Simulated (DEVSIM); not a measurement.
Device: abrupt Ge n-p junction, at 300 K.

```
layer (left to right)  material  thickness (μm)  Nd (cm⁻³)  Na (cm⁻³)  τn (s)  τp (s)
---------------------  --------  --------------  ---------  ---------  ------  ------
1                            Ge            22.0     1.5e15          -  1.7e-6  1.7e-6
2                            Ge           0.810          -     2.9e14  1.7e-6  1.7e-6
```

Left contact: ohmic. Right contact: ohmic. Voltage is applied to the left contact. Recombination: SRH at mid-gap, radiative, Auger. Mobility is constant in doping.

The device is made up for the run: typed textbook-type constants, with dimensions and the other settings drawn at random. Values at 300 K.

| parameter | Ge |
|---|---|
| gap (eV) | 0.664 |
| affinity (eV) | 4 |
| permittivity | 16 |
| Nc (cm⁻³) | 1.04e19 |
| Nv (cm⁻³) | 6e18 |
| μn (cm²/Vs) | 3900 |
| μp (cm²/Vs) | 1900 |
| B (cm³/s) | 6.4e-14 |
| Cn (cm⁶/s) | 1e-31 |
| Cp (cm⁶/s) | 1e-31 |

DEVSIM, 1D drift-diffusion, Boltzmann statistics, complete ionisation; no tunnelling, impact ionisation, image-force lowering or self-heating.

The thickness of layer 2 was swept, all else fixed.

```
thickness of layer 2 (μm)  largest field in the device at zero bias (V/cm)  dark forward voltage at 100 A/cm² (V)
-------------------------  -----------------------------------------------  -------------------------------------
0.16                                                                  5100                                  0.330
0.28                                                                     ?                                      ?
0.49                                                                  3400                                  0.358
0.81                                                                  3000                                  0.371
1.4                                                                   2900                                  0.378
2.4                                                                   2900                                  0.381
4.1                                                                   2900                                  0.387
```

**Question.** Fill in the missing entries.

**Answer.** 
- 0.28, largest field in the device at zero bias (V/cm): 4100
- 0.28, dark forward voltage at 100 A/cm² (V): 0.341
